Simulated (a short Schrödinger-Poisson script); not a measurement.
System: single CdTe/Cd0.7Zn0.3Te quantum well.

```
layer      material  thickness (nm)
-----  ------------  --------------
1      Cd0.7Zn0.3Te              20
2              CdTe              10
3      Cd0.7Zn0.3Te              20
```

The device is made up for the run: typed textbook-type constants, with dimensions and the other settings drawn at random. CdTe: direct gap (eV) 1.5, conduction-band edge (eV) 0, electron mass (mₑ) 0.096, heavy-hole mass 0.6, light-hole mass 0.12. Cd0.7Zn0.3Te: direct gap (eV) 1.68, conduction-band edge (eV) 0.144, electron mass (mₑ) 0.1, heavy-hole mass 0.6, light-hole mass 0.13.

The valence-band edge of each layer lies one gap below its conduction-band edge. The electron's potential energy rises along the stack by the applied field. Mesh 0.03 nm at interfaces.

Question: Estimate e1 and hh1 for infinitely high walls at zero field, and compare with the finite well.

Answer: ħ²π²/(2mL²) gives 39.2 meV for the electron and 6.3 meV for the heavy hole. The finite well gives 21.6 and 3.9 meV, 0.55 and 0.62 of the estimates, as the states reach into the barriers (4 % of e1 lies outside the well).

Solved with a short Schrödinger-Poisson script written for these runs: one-band effective-mass equation with BenDaniel-Duke matching, electrons, heavy and light holes apart, hard walls at the outer ends, one valence edge for both holes (no strain splitting), no charge, excitons, band mixing or non-parabolicity; under a field the levels are quasi-bound states of a box, listed while three quarters of their weight lies within 4 nm of the wells.
